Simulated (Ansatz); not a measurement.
For AlO (model structure, started from the beta GaS type, P6₃/mmc, No. 194, 8 atoms in the cell), PBEsol (Ansatz, an electronic-structure program, plane waves, PAW) gives:

- lattice constant a = 2.951 Å
- lattice parameter c = 13.215 Å
- cohesive energy = 5.88 eV/atom
- band gap = 1.00 eV

What does r²SCAN+rVV10 (PAW; Ansatz) give for the same quantities?


- lattice constant a: 2.951 Å (stays essentially unchanged)
- lattice parameter c: 12.784 Å (shrinks by 3.3 %)
- cohesive energy: 5.78 eV/atom (falls by 0.10 eV/atom)
- band gap: 1.23 eV (goes up by 0.23 eV)

Changes are worked out from the printed values.

Unless a cell is named, each level is at its own relaxed cell (PBEsol 12.46, r²SCAN+rVV10 12.05 Å³/atom).

Density-functional gaps are differences of (generalised) Kohn–Sham levels.

Ansatz's density-functional and Hartree–Fock values are scalar-relativistic unless marked +SOC, with PAW data made under PBE.

A model structure was made by putting elements into a prototype or built by hand; it is no filed structure, need not be a known phase, and can be a saddle point held by its symmetry.
